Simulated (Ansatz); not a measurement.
Take Ge in the diamond structure (space group Fd-3m, No. 227; a = 5.6744 Å) as the base. Axes: x, y, z lie along the cube axes.

Calculations: r2SCAN (Ansatz, a program for electronic structure; PAW; 500 eV plane waves; no spin-orbit coupling).

Modification: the cell is scaled by 0.9908 in all directions, atoms relaxed at fixed cell.

### Question
Predict the stress tensor and what it implies for the stiffness.

### Answer
Stress of the strained cell less that of the base (GPa, compression positive):
```
   2.11    0.00    0.00
   0.00    2.11    0.00
   0.00    0.00    2.11
```

Then B = −ΔP/(ΔV/V₀) with ΔV/V₀ = -0.0273 gives secant stiffness values (nonlinear terms included at this strain): B ≈ 77 GPa.

As a check, the harmonic strain energy −½ V₀ Δσ:ε is 4.2 meV/atom; the computed energy rise is 4.0 meV/atom.

Whether these cells are dynamically stable was not tested. The real Ge has an indirect gap at ambient pressure; r2SCAN orders its close-lying valleys differently.
